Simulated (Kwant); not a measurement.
Model system: wire with a side stub in a Si two-dimensional gas. Effective mass 0.19 mₑ, grid spacing 15 nm, hard walls, nominal width 300 nm (19 grid rows, so walls 300 nm apart), one parabolic valley, scattering region 900 nm long along x; energies count from the band bottom; Fermi energy swept from 1.7592e-05 to 0.00020891 eV. Closed stub on one side, 210 nm wide and 600 nm deep.

Constants are typed, rounded textbook-type inputs, not results; the design itself was drawn at random and stands for no fabricated device.

Model: effective-mass tight-binding model on a square grid, one spin, coherent transport at 0 K (Kwant). Conductance is in e²/h.

### Question
How many channels do the leads carry at E = 0.119, 0.145, 0.166 meV?

### Answer
The hard-wall thresholds are n² ħ²π²/(2mW²) = n² × 0.0220 meV with W = 300 nm. √(0.119/0.0220) = 2.33, so 2. √(0.145/0.0220) = 2.56, so 2. √(0.166/0.0220) = 2.74, so 2.
